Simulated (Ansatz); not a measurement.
This concerns the energy of the reaction as written. Reaction: 4 C (graphite) + 2 Si (diamond) → cell A. A negative value means that the right-hand side lies lower.

Cell A: a sheet of composition Si2C4, 6 atoms, square cell of 4.39 Å (19.3 Å²), symmetry P-42₁m, 1.3 Å thick under 16 Å of vacuum, in-plane vectors relaxed; planes from bottom to top: C2 | Si2 | C2; a model cell; spin state with PBE: run without spin, k-point mesh 8×8×1.
```
CELL_PARAMETERS angstrom
      4.39383     0.00000     0.00000
      0.00000     4.39383     0.00000
      0.00000     0.00000    17.34000
ATOMIC_POSITIONS crystal
  Si 0.00000 0.00000 0.50000
  Si 0.50000 0.50000 0.50000
  C  0.10941 0.60941 0.53855
  C  0.89059 0.39059 0.53855
  C  0.60941 0.89059 0.46145
  C  0.39059 0.10941 0.46145
```

Reference: C (graphite, P6₃/mmc), 4 atoms in the cell, k-point mesh 18×18×6 on the run's own vectors. Conventional cell: a = 2.465 Å, b = 2.465 Å, c = 6.742 Å, α = 90.00°, β = 90.00°, γ = 120.00°.

Reference: Si (diamond, Fd-3m), 2 atoms in the cell, k-point mesh 10×10×10 on the run's own vectors. Conventional cell: a = b = c = 5.421 Å, α = β = γ = 90.00°.

Computed with Ansatz (plane waves, PAW), its default PAW set, cutoff 420 eV, 500 eV for r2SCAN. The structures are at rest with PBE+D3(BJ); other levels are single points on them. HSE06 runs on coarser k-point meshes, mended by the PBE difference between the two meshes. Some cells are metallic or hold partly filled levels, where a hybrid on a coarse mesh is less sure. Neutral cells; Fermi-Dirac smearing of at most 0.05 eV in the solids, energies taken to zero width. The lattices are those relaxed with PBE+D3(BJ), so at other levels the solids can be strained, which adds to the spread. A dispersion term (D3(BJ), or D4 for r2SCAN) was computed beside these levels and is taken off wherever the name lacks it. Static lattices, no vibrational contributions. Cells are local rest points, mostly with their start's symmetry. Cell A has symmetry P-42₁m and got no random move, so less symmetric positions, which may lie lower, weren't tried.

Question: Predict the value from r2SCAN.

Answer: 3.77 eV, for 4 C (graphite) + 2 Si (diamond) → cell A.

Question: How does the value move with the functional?

Answer: 
```
Level       value (eV)  less r2SCAN
----------  ----------  -----------
PBE               3.62        -0.15
PBE+D3(BJ)        4.14         0.37
r2SCAN+D4         4.03         0.26
HSE06             3.83         0.06
```

The levels span 0.52 eV, from PBE (3.62) to PBE+D3(BJ) (4.14).

Ansatz is a first-principles code.
